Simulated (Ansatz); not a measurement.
**Fermi-surface data of Ag (P6_3/mmc)**

Input:

```
Ag
1.0
    2.89875     0.00000     0.00000
   -1.44938     2.51039     0.00000
    0.00000     0.00000     4.65189
Ag
2
Cartesian
  0.00000   1.67360   1.16297
  1.44938   0.83680   3.48892
```

Level of theory: PBEsol, rigid bands (plane waves, PAW, scalar-relativistic; Ansatz, an electronic-structure program). Condition of this run: biaxial stress xx = yy = -2 GPa (compression positive) (the target of the relaxation). How the cell was made: cell and atoms relaxed with PBEsol, then loaded as said.

```
Property                                                              Result
------------------------------------  --------------------------------------
density of states at the Fermi level      0.595 states/(eV·cell), both spins
bare Sommerfeld coefficient                        0.70 mJ/(mol of atoms·K²)
Drude plasma energy                                                   9.0 eV
root-mean-square Fermi velocity                                    1.3e6 m/s
resistivity times τ                   6.2 (x), 6.2 (y), 6.0 (z) ×10⁻²² Ω·m·s
```

A metal at this level (no band gap); rigid bands, thermally averaged at 300 K, both spins. Spin-orbit coupling is left out. τ is one relaxation time for all states.
